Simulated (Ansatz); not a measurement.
Relaxation of the outer planes of the (10-10) surface of wurtzite GaN in its 1x1 cell (cut with top plane Ga + N, bottom plane Ga + N), outermost plane spacing 0.93 Å in the ideal cut.

The numbers are results of PBE (plane waves to 420 eV, PAW; Ansatz, a program for electronic structure), not measurements.

Model: 12-atom slab, Ga6N6, 6.5 Å thick at the start (thin: gaps and levels are the slab's own), 8x5x1 mesh, Fermi-Dirac 0.025 eV, dipole correction, all atoms relaxed; held to the start's symmetry, so lower structures may exist; no spin, no spin-orbit, no U.

| plane | atoms | bulk spacing to the next (Å) | relaxed spacing (Å) | change (%) | rumpling (Å) |
|---|---|---|---|---|---|
| 1 | Ga + N | 0.929 | 0.704 | -24.3 | 0.27 (N outermost) |
| 2 | Ga + N | 1.858 | 1.964 | 5.7 | 0.10 (Ga outermost) |
